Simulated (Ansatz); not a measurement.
Start from WSi2 (space group I4/mmm, No. 139; a = 3.229 Å, c = 7.870 Å; relaxed with 0.1 eV smearing).

Structures relaxed with DFT with PBE, PAW potentials and a 420 eV plane-wave cutoff in Ansatz (a program for electronic structure), spin-orbit coupling left out, earlier PAW set.

Base:

Simulated powder pattern, Cu Kα1, λ = 1.54056 Å (kinematic, ideal powder, no thermal factors, no anomalous dispersion; the 14 strongest lines at most, above 2 %, up to 2θ = 90°):

```csv
2θ (°),I/Imax (%),hkl
22.58,49,(002)
29.88,100,(101)
39.43,59,(110)
44.46,84,(103)
45.91,33,(112)
46.09,8.0,(004)
56.99,20,(200)
62.08,14,(202)
62.23,13,(114)
65.68,23,(211)
65.97,12,(105)
75.01,37,(213)
76.22,7.6,(204)
85.26,14,(116)
```

Now apply this change: an isotropic linear strain of +2.03 %, atoms relaxed at fixed cell.

After the change:

Simulated powder pattern, Cu Kα1, λ = 1.54056 Å (kinematic, ideal powder, no thermal factors, no anomalous dispersion; the 14 strongest lines at most, above 2 %, up to 2θ = 90°):

```json
[
 {"2θ (°)": "22.12", "I/Imax (%)": "50", "hkl": "(002)"},
 {"2θ (°)": "29.28", "I/Imax (%)": "100", "hkl": "(101)"},
 {"2θ (°)": "38.61", "I/Imax (%)": "60", "hkl": "(110)"},
 {"2θ (°)": "43.53", "I/Imax (%)": "85", "hkl": "(103)"},
 {"2θ (°)": "44.95", "I/Imax (%)": "34", "hkl": "(112)"},
 {"2θ (°)": "45.13", "I/Imax (%)": "7.9", "hkl": "(004)"},
 {"2θ (°)": "55.75", "I/Imax (%)": "21", "hkl": "(200)"},
 {"2θ (°)": "60.72", "I/Imax (%)": "14", "hkl": "(202)"},
 {"2θ (°)": "60.86", "I/Imax (%)": "13", "hkl": "(114)"},
 {"2θ (°)": "64.21", "I/Imax (%)": "24", "hkl": "(211)"},
 {"2θ (°)": "64.49", "I/Imax (%)": "12", "hkl": "(105)"},
 {"2θ (°)": "73.27", "I/Imax (%)": "37", "hkl": "(213)"},
 {"2θ (°)": "74.44", "I/Imax (%)": "7.6", "hkl": "(204)"},
 {"2θ (°)": "83.17", "I/Imax (%)": "14", "hkl": "(116)"}
]
```

The indices refer to the base's conventional cell; one index is shown for lines that coincide.

No phonon test of stability was made. All final runs are without spin polarisation.
